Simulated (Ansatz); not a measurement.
**Effect of biaxial strain −0.38 %, plane normal [001], relaxed out of plane on GaCuSe2**

Start from GaCuSe₂ in the chalcopyrite structure (space group I-42d, No. 122; a = 5.672 Å, c = 11.263 Å). Axes: x, y, z lie along a, b, c of the conventional cell.

Perturbation: compressive biaxial strain of 0.38 % in the plane normal to [001], as in epitaxy on a mismatched substrate; the out-of-plane cell vector and the atoms relax.

Method: Ansatz (an electronic-structure program) PBE, no spin-orbit coupling, earlier PAW set. Settings: 8×8×8 k-points, 0.05 eV Fermi–Dirac smearing.

| quantity | base | changed | shift |
|---|---|---|---|
| volume per atom | 22.65 Å³ | 22.57 Å³ | -0.08 Å³ |
| space group | I-42d (No. 122) | I-42d (No. 122) | – |
| shortest interatomic distance | 2.430 Å | 2.427 Å | -0.003 Å |
| energy relative to the base (free energy F) | 0 meV/atom | +0.2 meV/atom | +0.2 meV/atom |
| pressure (mean of the normal stresses, compression positive) | 0.0 GPa | 0.2 GPa | +0.2 GPa |
| band gap | zero | zero | – |
| out-of-plane strain (rough) | – | +0.43 % | – |
| mean in-plane stress (compression positive) (rough) | – | +0.3 GPa | – |

Without a gap, meshes like the base's 8×8×8 leave anisotropic stresses uncertain by several tenths of a GPa, and small strain energies with them. Stability against distortions was not tested. The final runs are not spin-polarised. Gaps under 0.05 eV, about the width of the smearing, are given as zero. The zero or small gap of GaCuSe2 can change with the level of theory.
